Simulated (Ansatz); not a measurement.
# Cl on the 1x1 (111) surface of fcc Pt, one in a 2x2 cell, started at the site 'bridge Pt-Pt (span 2.8 Å)'

Calculation: r2SCAN, at the PBE geometry (plane waves to 500 eV, PAW; Ansatz, a program for electronic structure).

Model: 17-atom slab, 6.9 Å thick at the start under the adsorbate (thin: gaps and levels are the slab's own), 6x6x1 mesh, Fermi-Dirac 0.1 eV, dipole correction, single point; on the structure that PBE left under its start's symmetry; no spin, no spin-orbit, no U, no dispersion correction. At the end it is bonded to 2 Pt. In PBE it is, or lies within 0.03 eV of, the lowest of the starts that converged; the order may differ at this level.

| Quantity | Value |
|---|---|
| adsorption energy against ½ Cl2(g) at the same level | -1.38 eV |
| work function of the top face | 5.71 eV |
| change of the work function | -0.038 eV |
| change of the step from the bottom to the top vacuum level, against the clean slab | -0.040 eV |
| height of the binding atom over the mean of the host atoms within 0.3 Å of the top one | 2.022 Å |
| nearest host atoms of the binding atom | Pt at 2.44 Å, Pt at 2.44 Å, Pt at 3.02 Å |
| cost | very roughly 6 core-minutes |

A negative adsorption energy means that the adsorbate is more stable on the surface than in its reference.
